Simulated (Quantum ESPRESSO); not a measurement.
Refining one setting for CeO2 (Fm-3m, 3 atoms in the cell)

```yaml
crystal:
  lattice:
    - [0.00000, 2.73373, 2.73373]
    - [2.73373, 0.00000, 2.73373]
    - [2.73373, 2.73373, 0.00000]
  atoms:
    - { symbol: Ce, position: [0.00000, 0.00000, 0.00000] }
    - { symbol: O, position: [0.25000, 0.25000, 0.25000] }
    - { symbol: O, position: [0.75000, 0.75000, 0.75000] }
```

Computed with PBEsol, SSSP 1.1.2 efficiency (PBE) pseudopotentials (plane waves; Quantum ESPRESSO).

The starting cell comes from a database of computed structures (which also holds hypothetical and non-ambient phases and stackings), without a prior relaxation at this level. Spin-orbit coupling is off. The f electrons are in the valence without U or exact exchange, which can misplace them near the Fermi level. Spin-orbit terms, which matter for f shells, are left out. In the base run, with a pressure of about -6 GPa the cell is away from its equilibrium volume at this level.

Held fixed: occupations = smearing; smearing = gauss; degauss = 0.0036749 Ry; input_dft = pbesol; potentials = {Ce: Ce.GGA-PBE-paw-v1.0.UPF, O: O.pbe-n-kjpaw_psl.0.1.UPF}; K_POINTS = automatic 10 10 10 0 0 0; conv_thr = 1e-10 Ry; mixing_beta = 0.3. Moved along with it: ecutrho.

ΔF is the free energy per atom less that of the last row (96 Ry).

The series runs over ecutwfc = 22 Ry; 28 Ry; 33 Ry; 38 Ry; 44 Ry; 50 Ry; 55 Ry; 63 Ry; 72 Ry; 82 Ry; 96 Ry.

### Question
From which setting on does the energy stay within 10 meV/atom of the last one?

### Answer
From ecutwfc = 63 Ry on; the one before it is off by 11 meV/atom.

### Question
From which setting on does the pressure stay within 0.05 GPa of the last one?

### Answer
From ecutwfc = 82 Ry on; the one before it is off by 0.19 GPa. Only the last setting checks this, so the series should go further.

```json
[
 {"ecutwfc": "22 Ry", "ΔF (meV/atom)": "3751.1", "pressure (GPa)": "-139.25", "gap on the mesh (eV)": "1.852", "plane waves": "531", "iterations": "19"},
 {"ecutwfc": "28 Ry", "ΔF (meV/atom)": "949.0", "pressure (GPa)": "-56.40", "gap on the mesh (eV)": "1.894", "plane waves": "701", "iterations": "43"},
 {"ecutwfc": "33 Ry", "ΔF (meV/atom)": "263.8", "pressure (GPa)": "-24.59", "gap on the mesh (eV)": "1.880", "plane waves": "903", "iterations": "40"},
 {"ecutwfc": "38 Ry", "ΔF (meV/atom)": "66.3", "pressure (GPa)": "-11.64", "gap on the mesh (eV)": "1.877", "plane waves": "1106", "iterations": "33"},
 {"ecutwfc": "44 Ry", "ΔF (meV/atom)": "16.3", "pressure (GPa)": "-6.76", "gap on the mesh (eV)": "1.877", "plane waves": "1380", "iterations": "36"},
 {"ecutwfc": "50 Ry", "ΔF (meV/atom)": "12.2", "pressure (GPa)": "-6.03", "gap on the mesh (eV)": "1.878", "plane waves": "1676", "iterations": "30"},
 {"ecutwfc": "55 Ry", "ΔF (meV/atom)": "11.2", "pressure (GPa)": "-6.15", "gap on the mesh (eV)": "1.878", "plane waves": "1917", "iterations": "39"},
 {"ecutwfc": "63 Ry", "ΔF (meV/atom)": "6.9", "pressure (GPa)": "-6.31", "gap on the mesh (eV)": "1.879", "plane waves": "2346", "iterations": "53"},
 {"ecutwfc": "72 Ry", "ΔF (meV/atom)": "2.3", "pressure (GPa)": "-6.21", "gap on the mesh (eV)": "1.879", "plane waves": "2874", "iterations": "45"},
 {"ecutwfc": "82 Ry", "ΔF (meV/atom)": "0.28", "pressure (GPa)": "-6.06", "gap on the mesh (eV)": "1.880", "plane waves": "3487", "iterations": "38"},
 {"ecutwfc": "96 Ry", "ΔF (meV/atom)": "0.00", "pressure (GPa)": "-6.02", "gap on the mesh (eV)": "1.880", "plane waves": "4408", "iterations": "34"}
]
```

Gaps are taken between levels on the mesh.
